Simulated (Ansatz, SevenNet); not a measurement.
For antifluorite K2S, the machine-learned potential SevenNet-l3i5 (trained on PBE and PBE+U data) gives:

elastic constant C11: 32.4 GPa
elastic constant C44: 6.8 GPa
Voigt–Reuss–Hill shear modulus: 8.2 GPa

Q: What does Hartree–Fock (Ansatz, an electronic-structure program, plane waves, PAW) give for the same quantities?

A: 
- elastic constant C11: 33.5 GPa (grows by 3.4 %)
- elastic constant C44: 8.8 GPa (grows by 29 %)
- Voigt–Reuss–Hill shear modulus: 9.9 GPa (grows by 21 %)

Changes are worked out from the printed values.

Unless a cell is named, each level is at its own relaxed cell (SevenNet-l3i5 34.58, Hartree–Fock 37.22 Å³/atom).

Ansatz's density-functional and Hartree–Fock values are scalar-relativistic unless marked +SOC, with PAW data made under PBE.
